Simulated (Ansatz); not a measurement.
Results of LDA in Ansatz (plane waves, PAW) for PdTe (model structure, within 0.1 Å of Pm-3m, No. 221, 4 atoms in the cell).

Run with plane-wave cutoff 520 eV, 12×18×12 k mesh (along the axes of the cell as run), Fermi–Dirac smearing 0.05 eV, scalar-relativistic PAW data made under PBE.

Cell (relaxed at this level):

```
CELL_PARAMETERS angstrom
      4.76982     0.00000     0.00000
      0.00000     3.35163     0.00000
      0.00000     0.00000     4.76940
ATOMIC_POSITIONS crystal
  Pd 0.25000 0.00000 0.74998
  Pd 0.75000 0.00000 0.25002
  Te 0.25000 0.50000 0.25000
  Te 0.75000 0.50000 0.75000
```

### Question
What does this level give for the bulk modulus B0?

### Answer

* **bulk modulus B0**: 133 GPa

The run finds no gap.

Note: the bulk modulus is −V dP/dV from two relaxed cells at ±2 % in volume.

Spin–orbit coupling is not included; it can open a gap where bands touch, and shift volumes and moduli.

The result took roughly 10 core-minutes.

A model structure was made by putting elements into a prototype or built by hand; it is no filed structure, need not be a known phase, and can be a saddle point held by its symmetry.

Ansatz is an electronic-structure program.
